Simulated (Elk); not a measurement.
Band structure of PdIn (Pm-3m, 2 atoms in the cell).

```xyz
2
Lattice="3.2815 0.0000 0.0000 0.0000 3.2815 0.0000 0.0000 0.0000 3.2815" Properties=species:S:1:pos:R:3 pbc="T T T"
In     1.6408     1.6408     1.6408
Pd     0.0000     0.0000     0.0000
```

Method of the run: Elk with PBE, all-electron FP-LAPW, Elk's shipped species files, LAPW+lo basis.

Settings: xctype = 20; rgkmax = 7.5; stype = 3; swidth = 0.00499791 Ha; ngridk = 13 13 13; gmaxvr = 14 1/bohr; nxoapwlo = 1; rmtscf = 0.97.

The starting cell has typed, rounded lattice constants, without a prior relaxation at this level. Its lattice was rescaled by a random factor within 2.5 % of one. Spin polarisation is off. Values depend on the basis (sphere radii, cutoffs, local orbitals), which need not be converged.

Levels in eV from the Fermi level, bands 15 to 22:
```json
[
 {"point": "Γ", "15": "-3.85", "16": "-2.30", "17": "-2.30", "18": "-2.30", "19": "4.15", "20": "4.15", "21": "4.15", "22": "9.27"},
 {"point": "X", "15": "-3.83", "16": "-3.29", "17": "-3.29", "18": "-2.39", "19": "-1.18", "20": "9.46", "21": "9.46", "22": "9.80"},
 {"point": "M", "15": "-2.73", "16": "-2.73", "17": "-2.35", "18": "-2.35", "19": "-1.75", "20": "1.39", "21": "2.35", "22": "9.39"},
 {"point": "R", "15": "-4.86", "16": "-1.67", "17": "-1.67", "18": "-0.12", "19": "3.68", "20": "3.68", "21": "3.68", "22": "4.35"}
]
```

Bands cross the Fermi level along this path, so the cell is metallic at this level.
